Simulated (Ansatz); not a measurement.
## A computed series for Se: response to strain

The parent structure is Se (space group P3_121, No. 152; a = 4.5057 Å, c = 4.9913 Å; made of chains).

Strains are applied to the cell and any free atomic positions relax.

Method: r2SCAN (Ansatz, an electronic-structure program, PAW, spin-orbit coupling left out).

Notes on the quantities. energy relative to the base: free energy F.

| isotropic strain (%) | energy relative to the base (meV/atom) |
|---|---|
| -1.42 | 3.3 |
| 0 | 0.0 |
| 0.51 | ? |
| 0.71 | 0.8 |
| 5.55 | 40.2 |

Problem. Fit ΔE = Aε² + Bε³ (ε in %) to the rows shown and predict the withheld row.

Solution. Least squares on the printed values gives A = 1.57 and B = -0.048 meV/atom (largest residual 0.0 meV/atom); this predicts 0.4 meV/atom, and the run gives 0.4 meV/atom, in agreement.

Stability against distortions was not tested. No dispersion term is included, though the crystal is made of layers, chains or molecules, so its spacings can come out too wide.
